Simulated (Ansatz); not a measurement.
Sn_Si in alpha quartz (start: the Si site; 72-site cell, 2×2×2 Γ-centred sampling). Method: PBE, PAW (plane waves to 420 eV; Ansatz, a program for electronic structure). Total energies of the localised charge states, counted from that of charge 0, and their image corrections (point charge with alignment); the host's valence-band maximum lies at 1.990 eV on the cells' energy zero and its gap is 5.68 eV.

```
charge         moment (μB)  E − E(first) (eV)  correction (eV)
------  ------------------  -----------------  ---------------
0       not spin-polarised              0.000            0.000
−1                     1.0              6.425            0.179
```

### Question
Derive the transition levels above the valence-band maximum and say which of them are thermodynamic.

### Answer
A level is the Fermi energy at which two charges have equal formation energy: ε(q/q′) = [E(q′) + corr(q′) − E(q) − corr(q)] / (q − q′) − E_VBM.
ε(0/−1) = [(6.425 + 0.179) − (0.000 + 0.000)] / 1 − 1.990 = 4.61 eV
Thermodynamic levels at least 0.1 eV inside the gap: (0/−1) at 4.61 eV. They hold to tenths of an eV in this cell. Only the charges listed were compared. At charge +1 the carrier sat in host band states, shallow at most. Flagged in the runs: a doubtful potential alignment, a host whose relaxation on this sampling wasn't shown to rest, a strain field that reaches the edge of the cell.
